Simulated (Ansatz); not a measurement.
Base system: Ru in the hcp (Mg type) structure (space group P6_3/mmc, No. 194; a = 2.6919 Å, c = 4.2457 Å).

Method: Ansatz (a program for electronic structure), PBEsol, PAW, cutoff 420 eV, no spin-orbit coupling.

One change was made to it. Results:

The density increases by 0.506 g/cm³ to 13.10 g/cm³; the band gap stays zero.

Problem. Which of these changes matches the shifts?
A) pressure 0.9 GPa
B) pressure 15 GPa
C) pressure 30 GPa
D) pressure −2 GPa

Solution. B, pressure 15 GPa. For comparison, the density in the other runs: pressure 30 GPa gives 13.55 g/cm³; pressure −2 GPa gives 12.52 g/cm³; pressure 0.9 GPa gives 12.63 g/cm³.

Load acts through the strain it causes; cell and atoms are relaxed under it. Whether these cells are dynamically stable was not tested. Competing high-pressure phases were not computed. All final runs are without spin polarisation.
